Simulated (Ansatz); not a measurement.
The reference is CdSiP2 in the chalcopyrite structure (space group I-42d, No. 122; a = 5.724 Å, c = 10.582 Å). Axes: x, y, z lie along a, b, c of the conventional cell.

Level of theory: PBE, PAW, 420 eV (Ansatz, an electronic-structure program; no SOC).

Before the change:

```
Property           Result
---------------  --------
Volume per atom  21.67 Å³
```

One thing is altered: biaxial strain +4.69 %, plane normal [001], relaxed out of plane (Cartesian); in-plane vectors clamped, the third vector and the atoms free.

Question: Estimate the effect on the energy relative to the base and volume per atom.

Answer: The energy goes up by 26 meV/atom; the volume per atom increases by 0.68 Å³ (21.67 Å³ → 22.35 Å³).

No phonon test of stability was made.
